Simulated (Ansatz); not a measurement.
Results of HSE06 (Ansatz, an electronic-structure program, plane waves, PAW) for CrSBr (Pmmn, No. 59; cell taken from a computed entry).

Numerical settings: plane-wave cutoff 460 eV, 6×6×4 k mesh (along the axes of the cell as run), Fermi–Dirac smearing 0.01 eV, spin-polarised start, scalar-relativistic PAW data made under PBE.

Cell (relaxed with PBEsol):

Space group Pmmn, origin choice 1 (No. 59); a = 3.4867 Å, b = 4.6612 Å, c = 8.3712 Å, α = β = γ = 90.00°

| atom | site | symmetry | x | y | z |
|---|---|---|---|---|---|
| Cr | 2b | mm2 | 0.0000 | 0.5000 | 0.1216 |
| S | 2a | mm2 | 0.0000 | 0.0000 | 0.0674 |
| Br | 2a | mm2 | 0.0000 | 0.0000 | 0.6665 |

### Question
Give the computed band gap and smallest direct gap on the k points sampled.

### Answer

band gap: 1.92 eV (on the SCF k mesh) (indirect)
smallest direct gap on the k points sampled: 1.99 eV

Measured, for comparison: band gap 1.5 ± 0.2 eV (150 K, no zero-point or thermal correction, scanning tunnelling spectroscopy, bulk; as tabulated in Telford et al. (2020), arXiv:2005.06110).

Note: the magnetic order was assumed, not searched for or taken from measurement; cell and atoms aren't relaxed at this level (largest force component 0.34 eV/Å, pressure 3.1 GPa); the cell has widely spaced layers and the level no dispersion term, so their spacing and the moduli can rest on weak binding.

Spin–orbit coupling is not included.

The computed numbers hold no vibrational or temperature effects.

The result took roughly 16 core-minutes.
